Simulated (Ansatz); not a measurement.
C (model structure, Cmmm, No. 65, 8 atoms in the cell)

These are LDA in Ansatz (plane waves, PAW) values and carry that method's errors.

Numerical settings: plane-wave cutoff 520 eV, 10×10×14 k mesh (along the axes of the cell as run), Fermi–Dirac smearing 0.01 eV, scalar-relativistic PAW data made under PBE.

Cell (relaxed at this level):

Space group Cmmm (No. 65); a = 4.2063 Å, b = 8.6676 Å, c = 2.4858 Å, α = β = γ = 90.00°

```json
[
 {"atom": "C", "site": "8p", "symmetry": "..m", "x": "0.3153", "y": "0.0892", "z": "0.0000"},
 {"atom": "C", "site": "8q", "symmetry": "..m", "x": "0.1851", "y": "0.1666", "z": "0.5000"}
]
```
(The calculation used a cell of 8 atoms; values per cell refer to that cell.)

```
Property                                                 Result
-------------------------------------------  ------------------
band gap                                     3.06 eV (indirect)
smallest direct gap on the k points sampled             4.78 eV
direct gap at Γ                                         5.95 eV
```

Note: the relaxation could raise the start's symmetry but not lower it, so the cell can be a saddle point.

Computed values are for the static lattice.

The result took very roughly 24 core-seconds.

A model structure was made by putting elements into a prototype or built by hand; it is no filed structure, need not be a known phase, and can be a saddle point held by its symmetry.

Ansatz is an electronic-structure program.
